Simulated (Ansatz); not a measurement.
An Ansatz (a quantum-chemistry and plane-wave program) input (DFT with PBE, PAW potentials and a 420 eV plane-wave cutoff in Ansatz, without spin-orbit coupling, earlier PAW set):

Ansatz 0.2 input:
```yaml
crystal:
  lattice:
    - [2.722031983, 0, 0]
    - [-1.3610159915, 2.3573488472, 0]
    - [0, 0, 4.2907375959]
  atoms:
    - { symbol: Ru, position: [0.3333333333, 0.6666666667, 0.75] }
    - { symbol: Ru, position: [0.6666666667, 0.3333333333, 0.25] }
basis: { ecutwfc: 420, ecutrho_ratio: 4, xc_grid: 2, fft_grid_basis: typed }
kpoints: { mp_grid: { grid: [20, 20, 11] } }
hamiltonian:
  xc: pbe
  dispersion: none
  pseudopotentials: { azcp: { folder: ./paw }, kind: paw }
scf: { occupations: { method: fermi_dirac, width: 0.05 }, convergence: { dr2_threshold: 0.0000000002 } }
output: { forces: true, stress: true }
```

Question: Which symmetry and how many k-points will the program report, and about how many plane waves at Γ?

Answer: Space group P63/mmc (ITA 194) with 24 operations, k-points 264 of 4400, and 537 plane waves at Γ.

No phonon test of stability was made. All final runs are without spin polarisation. The cell is Ru in the hcp (Mg type) structure (space group P6_3/mmc, No. 194).
